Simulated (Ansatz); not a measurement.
BN (F-43m), r2SCAN, rigid bands run with Ansatz (a program for electronic structure): Condition of this run: functional r2SCAN on the same cell. band gap 5.01 eV, N_c = 2.07e19 cm⁻³ and N_v = 8.27e19 cm⁻³ at 300 K, conductivity masses of 0.381 mₑ (electrons) and 0.675 mₑ (holes). Take k_BT = 0.02585 eV.

### Question
A film of it is 5 nm thick. Estimate the confinement energies in an infinite well.

### Answer
ħ²π²/(2m t²) = 0.376 eV·nm²/(m/mₑ × t²) gives 39.5 meV for electrons and 22.3 meV for holes, so the gap would widen to about 5.07 eV. Finite barriers and nonparabolic bands lower this, and with several valleys or bands the heaviest mass along the normal sets the lowest level, not this average.

### Question
Find the intrinsic carrier density and the intrinsic Fermi level.

### Answer
n_i = √(N_c N_v) exp(−E_g/2k_BT) = 4.14e19 × exp(−96.90) = 3.4e-23 cm⁻³. The level lies (k_BT/2) ln(N_v/N_c) = 18 meV from mid-gap (positive towards the conduction band). Each 0.1 eV added to the gap lowers n_i by a factor of 6.9.

### Question
What thermal injection velocity √(2k_BT/πm) limits a ballistic channel?

### Answer
8.72e6 cm/s for electrons and 6.55e6 cm/s for holes, a ratio of √(m_h/m_e) = 1.33, for dilute carriers.

Rigid, parabolic bands with the computed gap; masses take one relaxation time for all states. Spin-orbit coupling is left out. Geometry: cell and atoms relaxed with PBEsol.
